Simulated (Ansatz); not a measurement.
The starting structures come from a database of crystals and need not be the phases stable at ambient conditions.

Inside the gap of an insulator the Bloch states are evanescent, with a wavenumber k + iκ along the transport direction.

Consider the following.

```
LaSr2O6Sb
1.0
    5.98091     0.00000     0.00000
   -0.12749     8.51566     0.00000
    0.00000     0.00000     6.10743
Sr La Sb O
4 2 2 12
Direct
  0.51675   0.74934   0.45710
  0.48325   0.25066   0.54290
  0.98325   0.75066   0.95710
  0.01675   0.24934   0.04290
  0.00000   0.50000   0.50000
  0.50000   0.00000   0.00000
  0.50000   0.50000   0.00000
  0.00000   0.00000   0.50000
  0.76447   0.55088   0.19748
  0.23553   0.44912   0.80252
  0.73553   0.94912   0.69748
  0.26447   0.05088   0.30252
  0.81045   0.93862   0.23430
  0.18955   0.06138   0.76570
  0.68955   0.56138   0.73430
  0.31045   0.43862   0.26570
  0.39733   0.72581   0.03924
  0.60267   0.27419   0.96076
  0.10267   0.77419   0.53924
  0.89733   0.22581   0.46076
```

Space group of this cell: P2_1/c. The cell is taken as given; by r2SCAN its mean pressure is -4.2 GPa.

Transport runs along the normal of the first two printed cell vectors.

No gap correction and no spin-orbit coupling; mid-gap values are interpolated between computed energies.

Q: Predict the band gap and the smallest decay constant κ at mid-gap from r2SCAN (Ansatz, a program for electronic structure).

A: Gap 3.98 eV on a 6×4×6 mesh; κ = 0.365 1/Å, at the zone centre.
